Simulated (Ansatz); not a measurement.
The starting structures come from a database of crystals and need not be the phases stable at ambient conditions.

 Where the default PAW files enter, the runs use the earlier of Ansatz's two default sets.

Tunnelling through a barrier is set by its complex band structure: the current falls as exp(−2κd) with the smallest κ.

Here is the system:

```yaml
crystal:
  lattice:
    - [4.86527, 0.00000, 0.00000]
    - [0.00000, 5.37484, 0.00000]
    - [0.00000, -2.68742, 4.65475]
  atoms:
    - { symbol: Rb, position: [0.00000, 0.33333, 0.66667] }
    - { symbol: Sr, position: [0.50000, 0.00000, 0.00000] }
    - { symbol: C, position: [0.50000, 0.66667, 0.33333] }
    - { symbol: O, position: [0.50000, 0.94670, 0.47335] }
    - { symbol: O, position: [0.50000, 0.52665, 0.47335] }
    - { symbol: O, position: [0.50000, 0.52665, 0.05330] }
    - { symbol: F, position: [0.00000, 0.00000, 0.00000] }
```

Space group of this cell: P-6m2. The cell is taken as given; by r2SCAN its mean pressure is -3.3 GPa.

Transport runs along the normal of the first two printed cell vectors, the (100) plane of the conventional cell.

No gap correction and no spin-orbit coupling; mid-gap values are interpolated between computed energies.

Compute, with r2SCAN (Ansatz, a quantum-chemistry and plane-wave program), the band gap and the smallest decay constant κ at mid-gap.

Gap 4.68 eV on a 6×8×8 mesh; κ = 0.470 1/Å, at the zone centre.
